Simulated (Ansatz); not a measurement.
A computed series for W: response to strain

Base system: W in the bcc (W type) structure (space group Im-3m, No. 229; a = 3.169 Å; relaxed with 0.1 eV smearing). Axes: x, y, z lie along the cube axes.

Strains are applied to the cell and any free atomic positions relax.

Calculations: r2SCAN/PAW in Ansatz (a quantum-chemistry and plane-wave program), spin-orbit coupling left out.

Notes on the quantities. energy relative to the base: free energy F; pressure: mean of the normal stresses, compression positive.

| case | energy relative to the base | volume per atom | pressure |
|---|---|---|---|
| base | 0 meV/atom | 15.91 Å³ | 0.0 GPa |
| tensor shear ε_xy = +0.86 % | +2.2 meV/atom | 15.91 Å³ | 0.1 GPa |
| tensor shear ε_xy = +0.29 % | +0.3 meV/atom | 15.91 Å³ | 0.0 GPa |
| tensor shear ε_xy = +1.14 % | ___ | 15.91 Å³ | 0.1 GPa |
| tensor shear ε_xy = +1.71 % | +8.8 meV/atom | 15.91 Å³ | 0.3 GPa |
| tensor shear ε_xy = +1.43 % | +6.1 meV/atom | 15.91 Å³ | 0.2 GPa |
| tensor shear ε_xy = +0.57 % | +1.0 meV/atom | 15.91 Å³ | 0.0 GPa |
| tensor shear ε_xy = +2.00 % | +12 meV/atom | 15.90 Å³ | 0.4 GPa |

Q: What belongs in the blanks?

A: 
- tensor shear ε_xy = +1.14 %, energy relative to the base: +3.9 meV/atom

Whether these cells are dynamically stable was not tested. The final runs are not spin-polarised.
